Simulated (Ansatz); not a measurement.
## SnS2 (model structure, started from the 2H-MoS2 type, P6₃/mmc, No. 194, 6 atoms in the cell): lattice parameter c by level of theory

No measured value is used here.

```csv
level (code),value (Å)
PBE (Ansatz),14.040
PBEsol (Ansatz),12.050
PBE-D3(BJ) (Ansatz),___
```

Q: What belongs in the gaps?

A: 
- PBE-D3(BJ) (Ansatz, a quantum-chemistry and plane-wave program), value (Å): 11.886

Ansatz's density-functional and Hartree–Fock values are scalar-relativistic unless marked +SOC, with PAW data made under PBE.

A model structure was made by putting elements into a prototype or built by hand; it is no filed structure, need not be a known phase, and can be a saddle point held by its symmetry.
